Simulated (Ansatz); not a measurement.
Start from CdS in the zinc blende structure (space group F-43m, No. 216; a = 5.824 Å). Axes: x, y, z lie along the cube axes.

Level of theory: PBEsol (Ansatz, a program for electronic structure; PAW; 420 eV plane waves; no SOC).

Base values:

* **Electron mass**: 0.11 mₑ (at Γ)

It is then changed as follows: biaxial strain −3.00 %, plane normal [001], relaxed out of plane (Cartesian); in-plane vectors clamped, the third vector and the atoms free.

Question: What does the calculation give for the electron mass after the change?

Answer: The electron mass changes from 0.11 mₑ (at Γ) to 0.12 mₑ out of plane, 0.11 mₑ in plane (at Γ).

Question: Predict the new in-plane stress.

Answer: The mean in-plane stress (compression positive) comes out as +1.6 GPa.

Question: What does the calculation give for the out-of-plane strain after the change?

Answer: The out-of-plane strain amounts to +4.30 %.

The levels and masses belong to the bands next to the band gap. Masses are band curvatures over ±0.01 Å⁻¹ around the edge. Whether these cells are dynamically stable was not tested.
